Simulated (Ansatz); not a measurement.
## A computed series for hypothetical zinc blende VSb: pressure series

The parent structure is VSb in the zinc blende structure (space group F-43m, No. 216; a = 6.179 Å; ferromagnetic; a hypothetical phase, not in the database extracts checked).

Cell and atoms are relaxed at each pressure.

All numbers come from DFT with PBE, PAW potentials and a 420 eV plane-wave cutoff in Ansatz (a first-principles code), no spin-orbit coupling.

Two rows of this table had their results exchanged by mistake.

| pressure | volume per atom (Å³) | shortest distance (Å) | band gap |
|---|---|---|---|
| pressure −2 GPa | 27.49 | 2.614 | zero |
| pressure −1 GPa | 30.10 | 2.694 | zero |
| pressure 1.8 GPa | 28.54 | 2.647 | zero |
| pressure 4.2 GPa | 30.78 | 2.714 | zero |
| pressure 30 GPa | 21.68 | 2.415 | zero |
| pressure 45 GPa | 19.88 | 2.346 | zero |
| pressure 60 GPa | 18.60 | 2.295 | zero |

Task: Which two?

Result: The rows for pressure −2 GPa and pressure 4.2 GPa: the volume has to fall steadily with pressure, so 30.78 Å³ belongs to pressure −2 GPa and 27.49 Å³ to pressure 4.2 GPa.

Other magnetic orders, which the real material may have, were not ruled out. Spin-orbit coupling, missing from the scalar runs, can matter with Sb. Load acts through the strain it causes; cell and atoms are relaxed under it. Whether these cells are dynamically stable was not tested. Competing high-pressure phases were not computed. Gaps under 0.05 eV, about the width of the smearing, are given as zero.
